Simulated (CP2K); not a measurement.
Input and output of a self-consistent single point for BiSbPd2 (P-6m2, 4 atoms in the cell) (CP2K).

Method: LDA (Pade form), GPW, DZVP-MOLOPT-SR-GTH basis, GTH-PADE potentials (GTH_POTENTIALS) run with CP2K.

```xyz
4
Lattice="4.1344 0.0000 0.0000 -2.0672 3.5805 0.0000 0.0000 0.0000 5.6168" Properties=species:S:1:pos:R:3 pbc="T T T"
Sb     2.0672     1.1935     0.0000
Bi     0.0000     0.0000     2.8084
Pd     0.0000     2.3870     4.2492
Pd     0.0000     2.3870     1.3676
```

Reference input (self-consistent single point, DFT PBEsol, GPW, DZVP-MOLOPT-SR-GTH basis, GTH-PBE potentials (GTH_POTENTIALS)): CUTOFF = 500 Ry; REL_CUTOFF = 40 Ry; SMEAR/METHOD = FERMI_DIRAC; ELECTRONIC_TEMPERATURE = 1160.45 K; KPOINTS/SCHEME = MONKHORST-PACK 6 6 4; GAMMA_CENTERED = T; XC_FUNCTIONAL = PBE:PBESOL; Sb/BASIS_SET = DZVP-MOLOPT-SR-GTH-q5; Sb/POTENTIAL = GTH-PBE-q5; Bi/BASIS_SET = DZVP-MOLOPT-SR-GTH-q5; Bi/POTENTIAL = GTH-PBE-q5; Pd/BASIS_SET = DZVP-MOLOPT-SR-GTH-q18. This run's input differs from it in these lines:

```diff
@@ -43,6 +43,3 @@
     &XC
-      &XC_FUNCTIONAL
-        &PBE
-          PARAMETRIZATION PBESOL
-        &END PBE
+      &XC_FUNCTIONAL PADE
       &END XC_FUNCTIONAL
@@ -80,3 +77,3 @@
       BASIS_SET DZVP-MOLOPT-SR-GTH-q5
-      POTENTIAL GTH-PBE-q5
+      POTENTIAL GTH-PADE-q5
     &END KIND
@@ -84,3 +81,3 @@
       BASIS_SET DZVP-MOLOPT-SR-GTH-q5
-      POTENTIAL GTH-PBE-q5
+      POTENTIAL GTH-PADE-q5
     &END KIND
@@ -88,3 +85,3 @@
       BASIS_SET DZVP-MOLOPT-SR-GTH-q18
-      POTENTIAL GTH-PBE-q18
+      POTENTIAL GTH-PADE-q18
     &END KIND
```

Output (repeated stretches shortened):

```
 SCF WAVEFUNCTION OPTIMIZATION

  Step     Update method      Time    Convergence         Total energy    Change
     1 NoMix/Diag. 0.30E+00      -     0.46722452      -265.6923552694 -2.66E+02
     2 Broy./Diag. 0.30E+00      -     0.34087941      -271.8721954367 -6.18E+00
     3 Broy./Diag. 0.30E+00      -     0.04193139      -263.6914599242  8.18E+00
     4 Broy./Diag. 0.30E+00      -     0.05366264      -265.0942990965 -1.40E+00
     5 Broy./Diag. 0.30E+00      -     0.00918058      -265.2767020039 -1.82E-01
     6 Broy./Diag. 0.30E+00      -     0.00244432      -265.0898900980  1.87E-01
   [... 2 lines left out ...]
     9 Broy./Diag. 0.30E+00      -     0.00004517      -265.0910408080  1.30E-03
    10 Broy./Diag. 0.30E+00      -     0.00002017      -265.0912179749 -1.77E-04
    11 Broy./Diag. 0.30E+00      -     0.00001387      -265.0912888111 -7.08E-05
    12 Broy./Diag. 0.30E+00      -     0.00000047      -265.0913398159 -5.10E-05
  *** SCF run converged in    12 steps ***

  Overlap energy of the core charge distribution:               0.00000000010580
  Self energy of the core charge distribution:               -469.45735693862088
  Core Hamiltonian energy:                                    111.14571107363331
  Hartree energy:                                             120.98530615291293
  Exchange-correlation energy:                                -27.76238073990730
  Electronic entropic energy:                                  -0.00261936272927
  Fermi energy:                                                 0.34534734135881

  Total energy:                                              -265.09133981587951
  Total energy (extrapolated to T->0):                       -265.09003013451485

                     Mulliken Population Analysis

   [... lines left out ...]

 STRESS| Analytical stress tensor [bar]
 STRESS|                        x                   y                   z
 STRESS|      x       -2.20510762148E+04   8.20413947058E+00  -6.29094157309E-07
 STRESS|      y        8.20413947058E+00  -2.20415275250E+04   5.00650293080E-03
 STRESS|      z       -6.29094157309E-07   5.00650293080E-03  -1.83221534875E+04
 STRESS| 1/3 Trace                                            -2.08049190758E+04
```

The run converged in 12 iterations. Against the reference run the pressure goes from 6.75 to -2.08 GPa and the largest force moves little (0.029 to 0.028 eV/Å).

The starting cell comes from a database of computed structures (which also holds hypothetical and non-ambient phases and stackings), without a prior relaxation at this level. Its lattice was rescaled by a random factor within 2.5 % of one. Spin polarisation is off. Values carry the incompleteness of an atom-centred basis.
